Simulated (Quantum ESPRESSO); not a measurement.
Quantum ESPRESSO run on MgSi (P-1, 12 atoms in the cell): self-consistent single point.

Computed with LDA (PZ), GBRV 1.5 ultrasoft (LDA) pseudopotentials (plane waves; Quantum ESPRESSO).

```
CELL_PARAMETERS angstrom
      4.56715     0.00000     0.00000
     -2.18573     5.00788     0.00000
     -0.75843    -1.03362     9.49350
ATOMIC_POSITIONS crystal
  Mg 0.97598 0.85817 0.35510
  Mg 0.02402 0.14183 0.64490
  Mg 0.55131 0.13064 0.86449
  Mg 0.44869 0.86936 0.13551
  Mg 0.73340 0.54648 0.64650
  Mg 0.26660 0.45352 0.35350
  Si 0.75958 0.47402 0.13804
  Si 0.24042 0.52598 0.86196
  Si 0.86345 0.75918 0.94248
  Si 0.13655 0.24082 0.05752
  Si 0.62500 0.15648 0.40817
  Si 0.37500 0.84352 0.59183
```

Reference input (self-consistent single point, DFT, LDA (PZ), plane waves, GBRV 1.5 ultrasoft (LDA) pseudopotentials): ecutwfc = 40 Ry; ecutrho = 200 Ry; occupations = smearing; smearing = methfessel-paxton; degauss = 0.0099958 Ry; potentials = {Mg: mg_lda_v1.4.uspp.F.UPF, Si: si_lda_v1.uspp.F.UPF}; K_POINTS = automatic 7 6 3 0 0 0; conv_thr = 1e-09 Ry; mixing_beta = 0.5. This run's input differs from it in these lines:

```diff
@@ -12,4 +12,4 @@
    ntyp = 2
-   ecutwfc = 40
-   ecutrho = 200
+   ecutwfc = 24
+   ecutrho = 120
    occupations = 'smearing'
```

The program printed (abridged):

```
     Self-consistent Calculation

     iteration #  1     ecut=    24.00 Ry     beta= 0.50

     total energy              =    -807.15667461 Ry
     estimated scf accuracy    <       1.31982721 Ry

     iteration #  2     ecut=    24.00 Ry     beta= 0.50

     total energy              =    -807.16538044 Ry
     estimated scf accuracy    <       0.81954191 Ry

     iteration #  3     ecut=    24.00 Ry     beta= 0.50

     total energy              =    -807.21352239 Ry
     estimated scf accuracy    <       2.64565023 Ry

   [... 7 blocks of this kind left out ...]

     iteration # 11     ecut=    24.00 Ry     beta= 0.50

     total energy              =    -807.45051703 Ry
     estimated scf accuracy    <          1.5E-09 Ry

     iteration # 12     ecut=    24.00 Ry     beta= 0.50
     End of self-consistent calculation

     the Fermi energy is     7.5331 ev

!    total energy              =    -807.45051703 Ry
     estimated scf accuracy    <          1.2E-10 Ry
     smearing contrib. (-TS)   =       0.00018413 Ry
     internal energy E=F+TS    =    -807.45070117 Ry

     convergence has been achieved in  12 iterations

     Forces acting on atoms (cartesian axes, Ry/au):

     atom    1 type  1   force =     0.00024122   -0.00104048    0.00294076
     atom    2 type  1   force =    -0.00024122    0.00104048   -0.00294076
     atom    3 type  1   force =     0.00082617   -0.00575988   -0.00355792
     atom    4 type  1   force =    -0.00082617    0.00575988    0.00355792
     atom    5 type  1   force =     0.00083273    0.00421245    0.00215521
   [... lines left out ...]

     Total force =     0.018159     Total SCF correction =     0.000046

          total   stress  (Ry/bohr**3)                   (kbar)     P=     -423.14
  -0.00293578   0.00002375   0.00000095         -431.87        3.49        0.14
   0.00002375  -0.00284099   0.00000943            3.49     -417.92        1.39
   0.00000095   0.00000943  -0.00285261            0.14        1.39     -419.63

   JOB DONE.
```

The run converged in 12 iterations. Against the reference run the free energy goes up by 755 meV/atom, the pressure goes from -2.89 to -42.31 GPa and the largest force moves little (0.171 to 0.175 eV/Å).

The starting cell comes from a database of computed structures (which also holds hypothetical and non-ambient phases and stackings), without a prior relaxation at this level. At the lowered cutoff the pressure carries the error of an incomplete plane-wave basis.

Cost on one core of a shared machine: roughly 5 min.
